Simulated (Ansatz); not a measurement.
Effect of pressure 0.7 GPa on FeSi

The parent structure is FeSi (space group P2_13, No. 198; a = 4.4480 Å; non-magnetic).

It is then changed as follows: a hydrostatic pressure of 0.7 GPa.

Level of theory: PBE (Ansatz, a first-principles code; PAW; 420 eV plane waves; no SOC). Γ-centred 11×11×11 mesh, Fermi–Dirac width 0.05 eV.

The volume per atom falls by 0.035 Å³ to 10.97 Å³ and the density rises by 0.020 g/cm³ to 6.36 g/cm³. The shortest interatomic distance is nearly the same (4.299 bohr against 4.296 bohr) and the enthalpy H = E + PV relative to the base's energy amounts to +0.05 eV/atom. The band gap stays 0.16 eV (uncertain: the edges found look like a band crossing or inverted bands; both cells).

Load acts through the strain it causes; cell and atoms are relaxed under it. Stability against distortions was not tested. Starting moments died away, wholly or in part, for the base; another magnetic solution may exist. The final runs are not spin-polarised. A zero or small gap of FeSi can be the functional's error rather than a property of the material.
